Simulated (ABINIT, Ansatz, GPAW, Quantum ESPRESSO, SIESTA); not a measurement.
**Code comparison for ZrS (Fm-3m, 2 atoms in the cell)**

Self-consistent single point.

```
ZrS
1.0
    0.00000     2.62351     2.62351
    2.62351     0.00000     2.62351
    2.62351     2.62351     0.00000
Zr S
1 1
Direct
  0.00000   0.00000   0.00000
  0.50000   0.50000   0.50000
```

Shared settings, as Ansatz (a quantum-chemistry and plane-wave program) writes them: kpoints.mp_grid.grid = 5 5 5; scf.occupations.method = gaussian; scf.occupations.width = 0.02 Ry. Potentials and cutoffs stand in the table.

```
code                                                                                                                                      model  pressure (GPa)       cutoff
----------------  -----------------------------------------------------------------------------------------------------------------------------  --------------  -----------
Ansatz                                                                                                          PBEsol, PAW files made with PBE           -6.69      default
SIESTA            GGA PBEsol, numerical atomic orbitals DZP, PseudoDojo PBEsol standard norm-conserving potentials (rewritten from UPF to PSML)           -6.70  grid 350 Ry
Quantum ESPRESSO                                                          PBEsol, PseudoDojo standard norm-conserving (PBESOL) pseudopotentials           -6.59        70 Ry
GPAW                                                                                      PBEsol, GPAW PAW datasets PBEsol (made by gpaw-setup)           -7.33       550 eV
ABINIT                                                           PBEsol, norm-conserving pseudopotentials (PseudoDojo nc-sr-04 PBEsol standard)           -6.61        33 Ha
```

The spread over the programs that give each value: pressure within 0.74 GPa.

SIESTA uses small atom-centred bases, whose incompleteness enters pressures, forces and empty levels differently from a plane-wave cutoff. Ansatz's pressure is given at a fixed set of plane waves, as the other plane-wave codes print theirs.

On the base mesh (11 11 11) the same programs gave: Ansatz pressure -6.01 GPa; Quantum ESPRESSO pressure -5.92 GPa; ABINIT pressure -5.93 GPa; GPAW pressure -6.67 GPa; SIESTA pressure -5.91 GPa.

The values differ from the base mesh's, so the mesh still matters here: the table compares the programs at equal settings.

The starting cell comes from a database of computed structures (which also holds hypothetical and non-ambient phases and stackings), without a prior relaxation at this level.

Left out of this page: CP2K (on another mesh); Elk and FLEUR (not drawn, or without a comparable value).

Keys are those of Ansatz 0.2.
